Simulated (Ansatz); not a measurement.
The reference is HfO$_{2}$ in the CdI2 type structure (space group P-3m1, No. 164; a = 3.2085 Å, c = 4.5149 Å; a hypothetical phase, not in the database extracts checked; layered, stacked along the Cartesian z axis).

One thing is altered: a hydrostatic pressure of 18 GPa.

Levels (all Ansatz, an electronic-structure program, PAW): PBEsol-D3(BJ) (420 eV, no spin-orbit coupling); HSE06+SOC (420 eV, noncollinear with spin-orbit coupling).

The geometry is relaxed with PBEsol-D3(BJ).

| Item | Value |
|---|---|
| PBEsol-D3(BJ) band gap | 3.32 eV |
| PBEsol-D3(BJ) valence-band top at Γ | 0.00, -0.75, -0.75 eV |

Predict the band gap and valence-band top at Γ from HSE06+SOC.

The band gap grows by 1.64 eV to 4.96 eV; the valence-band top at Γ (three highest Kramers pairs, from the VBM) changes from 0.00, -0.75, -0.75 eV to 0.00, -0.73, -0.93 eV.

Single points use the geometry relaxed with PBEsol-D3(BJ). The hybrid gap comes from the SCF mesh plus the semilocal run's edge points and a few special points and is an upper bound. Differences between runs with and without spin-orbit coupling are approximate. Spin-orbit coupling, missing from the scalar runs, can matter with Hf. Load acts through the strain it causes; cell and atoms are relaxed under it. Whether these cells are dynamically stable was not tested. No other phases were tried under pressure.
